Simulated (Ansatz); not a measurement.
The starting structures come from a database of crystals and need not be the phases stable at ambient conditions.

By PBEsol, the system below comes out a metal.

Without scattering a metal conducts by its projected Fermi surface.

```xyz
4
Lattice="4.3601 0.0000 0.0000 -2.1800 3.7759 0.0000 2.1800 1.2586 3.4532" Properties=species:S:1:pos:R:3 pbc="T T T"
Cu     0.0000     2.5173     1.7266
Cu     2.1800     1.2586     0.8633
Cu     2.1800     3.7759     2.5899
Sn     0.0000     0.0000     0.0000
```

Space group of this cell: R-3m. The cell is strained (lengths along the current scaled by 0.97, ions clamped); by PBEsol its mean pressure is -2.8 GPa.

The current flows along the normal of the first two printed cell vectors, the (111) (indices of the unstrained crystal) plane of the conventional cell. No spin-orbit coupling; the value is a mean over 0.1 eV about the Fermi level.

Problem. Give the ballistic conductance per area that PBEsol run with Ansatz (a quantum-chemistry and plane-wave program) yields.

Solution. 0.74 × 10¹⁵ S/m² for both spins.
